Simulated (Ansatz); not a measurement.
Abridged Ansatz (a first-principles code) output:

```
Relaxation: its limit of steps is 50 (relax.max_steps)
Pseudopotential: Pd, paw, valence charge 18
Crystal: 1 atoms, lattice volume = 14.358 Å³
Basis set: ecut = 420 eV, 283 PW (Γ), exchange–correlation on 40×40×40 points (8 copies of the dense FFT grid, shifted against one another)
Bands: 13, of which v1, the nominal top of the filled ones, is band 9 counted from 1 (8 counted from 0)
Symmetry: 16 space group operations
k-points: 1800 of 24389
Functional: x = pbesol(κ = 0.804, μ = 0.12345679012345678), c = pbesol(β = 0.046)
SCF iter   1: F=—  HF=-6906.681937 eV  |F-HF|=—  |Δ(HF+E_count)|=         —  Δρ=9.50e-3  dr2=1.10e-2  ethr=1.77e-3  ⟨swp⟩=5.0  Hψ=136277  notcnv=0
SCF iter   2: F=—  HF=-6906.679004 eV  |F-HF|=—  |Δ(HF+E_count)|=   2.93e-3  Δρ=2.40e-3  dr2=5.98e-4  ethr=6.10e-5  ⟨swp⟩=1.0  Hψ=38079  notcnv=0
SCF 1 converged in 7 iterations: F = -6906.678863 eV  dr2 = 1.57e-12
relax step   1: F+E_penalty+E_count = -6906.67886333 eV  Δ(F+E_penalty+E_count) = +0.000e0 eV  max|allowed force component| = 0.000e0 eV/Å  Δτ_max = 0.0000 Å  (7 SCF iters, accepted)
SCF converged after 7 iterations
Free energy (F): -6906.678863 eV
Internal energy: -6906.617754 eV  (E = F + TS)
E sigma→0 (E₀):  -6906.648308 eV
Entropy (-TS):   -0.061110 eV (-61.110 meV/atom)
Fermi energy:    20.413924 eV
--- Forces (eV/Å), atoms counted from 1 ---
  atom   1  Pd     0.00000000     0.00000000     0.00000000
--- Stress (GPa, compression-positive) ---
        2.865356       0.000000       0.000000
        0.000000       2.865356       0.000000
        0.000000       0.000000       3.874958
  P = ⅓ Tr σ = 3.2019 GPa (32.019 kbar)
--- Relaxed structure (1 steps of the walk, 1 accepted, 0 SCFs on fresh bases) ---
  atoms:
    - { symbol: Pd, position: [0.0, 0.0, 0.0] }
```

Problem. What was computed, and what are the main results?

Solution. Pd, 1 atom in the cell, with PBEsol in Ansatz (plane waves to 420 eV, PAW, without spin-orbit coupling). The last SCF converged to F = -6906.678863 eV, or -6906.6789 eV per atom, at a pressure of 3.20 GPa. The total energy compares only with runs of the same code, potentials and settings.

The cells carry an imposed strain or load. Whether these cells are dynamically stable was not tested. The final runs are not spin-polarised. The cell was made from Pd in the fcc (Cu type) structure (space group Fm-3m, No. 225) by this change: uniaxial strain ε_zz = −1.50 %.

Keys are those of Ansatz 0.2.
